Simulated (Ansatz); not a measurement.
Functionals compared on the (310) surface of bcc Li in its 1x1 cell, outermost plane spacing 1.09 Å in the ideal cut, in Ansatz (plane waves, PAW). The structure was relaxed with PBE; the other rows are single points on it, each with its references at the same level. Cutoff 420 eV (500 eV for r2SCAN).

Set-up: 10 atoms, 9.8 Å thick at the start (thin: gaps and levels are the slab's own); mesh 11x7x1; 0.1 eV smearing; dipole correction on; all atoms relaxed; held to the part of the start's symmetry that mesh and held atoms allow; no spin, no spin-orbit, no U. These notes are the PBE run's.

```json
[
 {"functional": "PBE", "surface energy (J/m²)": "0.50", "work function of the top face (eV)": "2.99", "rough cost of the single point": "–"},
 {"functional": "LDA", "surface energy (J/m²)": "0.55", "work function of the top face (eV)": "3.08", "rough cost of the single point": "around 14 core-seconds (rough)"},
 {"functional": "PBEsol", "surface energy (J/m²)": "0.52", "work function of the top face (eV)": "3.01", "rough cost of the single point": "very roughly 15 core-seconds"},
 {"functional": "RPBE", "surface energy (J/m²)": "…", "work function of the top face (eV)": "…", "rough cost of the single point": "very roughly 15 core-seconds"},
 {"functional": "r2SCAN", "surface energy (J/m²)": "0.50", "work function of the top face (eV)": "2.96", "rough cost of the single point": "around 27 core-seconds (rough)"}
]
```

Fill in the missing entries.


- RPBE, surface energy (J/m²): 0.46
- RPBE, work function of the top face (eV): 2.94

Ansatz is a program for electronic structure.
